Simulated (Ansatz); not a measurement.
## RhPb: biaxial strain −0.78 %, plane normal [001], relaxed out of plane

Consider RhPb (space group P6/mmm, No. 191; a = 5.663 Å, c = 4.442 Å). Axes: x lies along a and z along c of the hexagonal cell.

It is then changed as follows: compressive biaxial strain of 0.78 % in the plane normal to [001], as in epitaxy on a mismatched substrate; the out-of-plane cell vector and the atoms relax.

The values are results of Kohn–Sham DFT with the PBEsol functional, run in Ansatz (a first-principles code) with PAW and 420 eV plane waves, no spin-orbit coupling, not measurements. k-mesh 10×10×11 (Γ-centred); smearing 0.05 eV (Fermi–Dirac).

```tsv
quantity	base	changed	shift
volume per atom	20.56 Å³	20.34 Å³	-0.22 Å³
space group	P6/mmm (No. 191)	P6/mmm (No. 191)	–
shortest interatomic distance	2.758 Å	2.759 Å	+0.001 Å
pressure (mean of the normal stresses, compression positive)	0.0 GPa	1.5 GPa	+1.5 GPa
band gap	zero	zero	–
out-of-plane strain (rough)	–	+0.50 %	–
mean in-plane stress (compression positive) (rough)	–	+2.2 GPa	–
```

Final structure (turned so that z lies along the plane normal):

```
RhPb
1.0
    5.61888     0.00000     0.00000
    2.80944     4.86609     0.00000
    0.00000     0.00000     4.46402
Rh Pb
3 3
Cartesian
  1.40472   2.43304   0.00000
  4.21416   2.43304   0.00000
  5.61888   4.86609   0.00000
  5.61888   3.24406   2.23201
  2.80944   1.62203   2.23201
  0.00000   0.00000   0.00000
```

Without a gap, meshes like the base's 10×10×11 leave anisotropic stresses uncertain by several tenths of a GPa, and small strain energies with them. Whether these cells are dynamically stable was not tested. The final runs are not spin-polarised.
